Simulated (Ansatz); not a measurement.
Abridged Ansatz (an electronic-structure program) output:

```
Pseudopotential: W, paw, valence charge 14
Crystal: 1 atoms, lattice volume = 15.971 Å³
Basis set: ecut = 420 eV, 331 PW (Γ), exchange–correlation on 40×40×40 points (8 copies of the dense FFT grid, shifted against one another)
Bands: 11, of which v1, the nominal top of the filled ones, is band 7 counted from 1 (6 counted from 0)
Symmetry: 48 space group operations
k-points: 256 of 8000
Functional: x = pbesol(κ = 0.804, μ = 0.12345679012345678), c = pbesol(β = 0.046)
SCF iter   1: F=—  HF=-10256.074457 eV  |F-HF|=—  |Δ(HF+E_count)|=         —  Δρ=3.49e-3  dr2=1.33e-3  ethr=1.77e-3  ⟨swp⟩=5.2  Hψ=15083  notcnv=0
SCF iter   2: F=—  HF=-10256.073820 eV  |F-HF|=—  |Δ(HF+E_count)|=   6.36e-4  Δρ=1.44e-3  dr2=1.27e-4  ethr=9.48e-6  ⟨swp⟩=2.1  Hψ=5402  notcnv=0
SCF 1 converged in 6 iterations: F = -10256.073846 eV  dr2 = 3.52e-11
SCF converged after 6 iterations
Free energy (F): -10256.073846 eV
Internal energy: -10256.063092 eV  (E = F + TS)
E sigma→0 (E₀):  -10256.068469 eV
Entropy (-TS):   -0.010754 eV (-10.754 meV/atom)
Fermi energy:    21.776727 eV
--- Forces (eV/Å), atoms counted from 1 ---
  atom   1  W     -0.00000000     0.00000000    -0.00000000
--- Stress (GPa, compression-positive) ---
       -0.000673      -0.000000       0.000000
        0.000000      -0.000673      -0.000000
        0.000000      -0.000000      -0.000673
  P = ⅓ Tr σ = -0.0007 GPa (-0.007 kbar)
```

Q: What was computed, and what are the main results?

A: W, 1 atom in the cell, with DFT with PBEsol, PAW potentials and a 420 eV plane-wave cutoff in Ansatz, scalar-relativistic without spin-orbit coupling. The last SCF converged to F = -10256.073846 eV, or -10256.0738 eV per atom, at a pressure of 0.00 GPa. The total energy compares only with runs of the same code, potentials and settings.

No phonon test of stability was made. All final runs are without spin polarisation. The cell was made from Pt by this change: Pt → W; the result is a model cell. This is not the structure that W has at room temperature and ambient pressure.
